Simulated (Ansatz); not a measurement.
Data:

```
Cu
1.0
    0.00000     1.84839     1.84839
    1.84839     0.00000     1.84839
    1.84839     1.84839     0.00000
Cu
1
Direct
  0.00000   0.00000   0.00000
```

No spin polarisation.

Method: r2SCAN (Ansatz, an electronic-structure program), spin-orbit coupling left out, earlier PAW set. k-mesh 32×32×32 (Γ-centred); smearing 0.1 eV (Fermi–Dirac).

What is the computed band gap?

Zero.

What pressure does the calculation give?

-12.4 GPa.

Predict the space group.

Fm-3m (No. 225).

The cells carry an imposed strain or load. Stability against distortions was not tested. All final runs are without spin polarisation. The cell was made from Cu in the fcc (Cu type) structure (space group Fm-3m, No. 225) by this change: isotropic strain +3.29 %.
